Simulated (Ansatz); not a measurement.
Consider GaN in the zinc blende structure (space group F-43m, No. 216; a = 4.455 Å). Axes: x, y, z lie along the cube axes.

The values are results of LDA (Ansatz, an electronic-structure program, PAW, without spin-orbit coupling), not measurements.

For the base:

The valley order is Γ 1.96 eV; X along ⟨100⟩ 3.27 eV, the valence-band top at Γ is 0.00, 0.00, 0.00 eV and the shortest interatomic distance is 3.646 bohr.

The change: a pure shear with ε_xy = ε_yx = 0.0057; the atoms relax in the strained cell.

Task: Estimate the effect on the valley order, valence-band top at Γ, shortest interatomic distance, stress and energy relative to the base.

Result: The valley order (the lowest conduction-band minima on the path, energy above the VBM, named in the base's zone) becomes Γ 1.91 eV; X along [001] 3.22 eV; X along [010] 3.23 eV (base: Γ 1.96 eV; X along ⟨100⟩ 3.27 eV); the valence-band top at Γ (three highest levels, from the VBM) becomes 0.00, -0.04, -0.08 eV (base: 0.00, 0.00, 0.00 eV); the shortest interatomic distance drops by 0.005 bohr (3.646 bohr → 3.641 bohr); the stress (xx, yy, zz, yz, xz, xy; compression positive) amounts to (0.01, 0.01, 0.00, 0.00, 0.00, -1.84) GPa; the energy rises by 0.7 meV/atom.

The levels and masses belong to the bands next to the band gap. No phonon test of stability was made. This is not the structure that GaN has at room temperature and ambient pressure.
